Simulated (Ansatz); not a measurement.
Band structure of CaCuSi (P-6m2, 3 atoms in the cell).

```
CaCuSi
1.0
    4.12183     0.00000     0.00000
   -2.06092     3.56961     0.00000
    0.00000     0.00000     4.08101
Ca Si Cu
1 1 1
Cartesian
  0.00000   0.00000   0.00000
  0.00000   2.37974   2.04051
  2.06092   1.18987   2.04051
```

Method of the run: PBEsol, PAW files made with PBE (plane waves; Ansatz, a first-principles code).

Settings: kpoints.mp_grid.grid = 8 8 7; hamiltonian.xc = pbesol; hamiltonian.pseudopotentials = {kind: paw} (the program's default PAW files); scf.occupations.method = gaussian; scf.occupations.width = 0.1 eV; kpoints.band_path.npoints = 8.

The starting cell comes from a database of computed structures (which also holds hypothetical and non-ambient phases and stackings), without a prior relaxation at this level. Spin polarisation is off.

Levels in eV from the Fermi level, bands 13 to 20:
```
point     13     14     15     16     17     18    19    20
-----  -----  -----  -----  -----  -----  -----  ----  ----
Γ      -3.04  -3.04   0.00   0.64   0.64   1.43  2.87  4.32
M      -3.21  -3.15  -3.10  -0.54   0.45   1.05  4.04  4.16
K      -3.18  -3.08  -3.06  -2.74   1.00   2.11  3.48  3.51
A      -3.13  -3.13  -2.80   1.87   1.87   2.63  2.63  3.13
L      -3.12  -3.09  -2.68  -1.19  -0.97  -0.11  3.53  4.87
H      -3.24  -2.75  -2.71  -2.16  -1.01   0.15  3.84  5.01
```

Bands cross the Fermi level along this path, so the cell is metallic at this level.

Keys are those of Ansatz 0.2.
